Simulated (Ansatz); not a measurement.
BP, response to strain

The parent structure is BP in the zinc blende structure (space group F-43m, No. 216).

```
BP
1.0
    0.00000     2.26828     2.26828
    2.26828     0.00000     2.26828
    2.26828     2.26828     0.00000
B P
1 1
Cartesian
  0.00000   0.00000   0.00000
  1.13414   1.13414   1.13414
```

Cartesian axes are those of the cell as printed.

Strains are applied to the cell and any free atomic positions relax; under biaxial strain the out-of-plane vector relaxes too.

Calculations: r2SCAN, PAW, 500 eV (Ansatz, an electronic-structure program; no spin-orbit coupling).

Notes on the quantities. energy relative to the base: free energy F.

```csv
variant,gap character,band gap,smallest direct gap,energy relative to the base,out-of-plane strain
base,–,1.41 eV,3.60 eV,0 meV/atom,–
"biaxial strain +0.50 %, plane normal [001], relaxed out of plane","indirect, Γ → k = (0, 0, 0.417) in the run's primitive reciprocal basis",1.31 eV,3.51 eV,+0.7 meV/atom,-0.20 %
"biaxial strain +1.00 %, plane normal [001], relaxed out of plane","indirect, Γ → k = (0, 0, 0.417) in the run's primitive reciprocal basis",1.21 eV,3.43 eV,+2.9 meV/atom,-0.41 %
"biaxial strain +1.50 %, plane normal [001], relaxed out of plane","indirect, Γ → k = (0, 0, 0.417) in the run's primitive reciprocal basis",1.12 eV,3.34 eV,+6.4 meV/atom,-0.61 %
"biaxial strain +2.00 %, plane normal [001], relaxed out of plane","indirect, Γ → Γ–M (83 % along)",1.02 eV,3.26 eV,+11 meV/atom,-0.82 %
"biaxial strain +2.50 %, plane normal [001], relaxed out of plane","indirect, Γ → k = (0, 0, 0.417) in the run's primitive reciprocal basis",0.93 eV,3.18 eV,+18 meV/atom,-1.02 %
"biaxial strain +3.00 %, plane normal [001], relaxed out of plane","indirect, Γ → k = (0, 0, 0.417) in the run's primitive reciprocal basis",0.84 eV,3.10 eV,+25 meV/atom,-1.22 %
```

Stability against distortions was not tested. k-point labels follow each cell's own Brillouin zone.
